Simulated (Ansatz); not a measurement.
Data:

```
CELL_PARAMETERS angstrom
      3.62597     0.00000     0.00000
     -1.81299     3.14018     0.00000
      0.00000     0.00000     5.57423
ATOMIC_POSITIONS crystal
  Sn 0.00000 0.00000 0.00000
  S  0.33333 0.66667 0.26440
  S  0.66667 0.33333 0.73560
```

All values below come from PBEsol+D3BJ with spin-orbit coupling, rigid bands (plane waves, PAW; Ansatz, a first-principles code). Cell: cell and atoms relaxed with PBEsol+d3bj.

**Question.** Predict the hole conductivity mass (n e² τ/σ) at 300 K, by direction if it differs.

**Answer.** 2.6 (x), 2.6 (y), 0.26 (z) mₑ.

**Question.** Predict the electron conductivity mass (n e² τ/σ) at 300 K, by direction if it differs.

**Answer.** 0.34 (x), 0.34 (y), 0.33 (z) mₑ.

**Question.** And the band gap?

**Answer.** 0.95 eV at this level; semilocal functionals usually fall short of the measured gap.

Rigid bands, one relaxation time for all states, no polarons. Geometry: cell and atoms relaxed with PBEsol+D3(BJ).

PBEsol with a dispersion correction tends to overbind, so the cell can be several per cent short, in bad cases over ten, which usually narrows a gap: SnS2 (P-3m1).
